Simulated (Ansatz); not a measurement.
The reference is Cu3Sn (space group Pmmn, No. 59).

```xyz
8
Lattice="4.2641 0.0000 0.0000 0.0000 5.4256 0.0000 0.0000 0.0000 4.7748" Properties=species:S:1:pos:R:3 pbc="T T T"
Cu     2.1320     0.0000     1.4269
Cu     0.0000     2.7128     3.3479
Cu     0.0000     4.0843     0.7390
Cu     0.0000     1.3413     0.7390
Cu     2.1320     4.0541     4.0358
Cu     2.1320     1.3715     4.0358
Sn     2.1320     2.7128     1.6425
Sn     0.0000     0.0000     3.1323
```

Cartesian axes are those of the cell as printed.

Method: Kohn–Sham DFT with the PBEsol functional, run in Ansatz (an electronic-structure program) with PAW and 420 eV plane waves, no spin-orbit coupling, earlier PAW set.

Base values:

Pressure: 0.0 GPa
Shortest interatomic distance: 2.564 Å
Band gap: zero

Perturbation: the cell is stretched by 2.42 % along z with no lateral relaxation; the atoms relax in the strained cell.

Predict the new pressure, largest internal atomic displacement, energy relative to the base, shortest interatomic distance and band gap.

The pressure (mean of the normal stresses, compression positive) goes from zero to -2.7 GPa; the largest internal atomic displacement amounts to 0.032 Å; the energy increases by 3.8 meV/atom; the shortest interatomic distance goes up by 0.0095 Å to 2.573 Å; the band gap remains zero.

Without a gap, meshes like the base's 11×9×10 leave anisotropic stresses uncertain by several tenths of a GPa, and small strain energies with them. No phonon test of stability was made. The final runs are not spin-polarised.
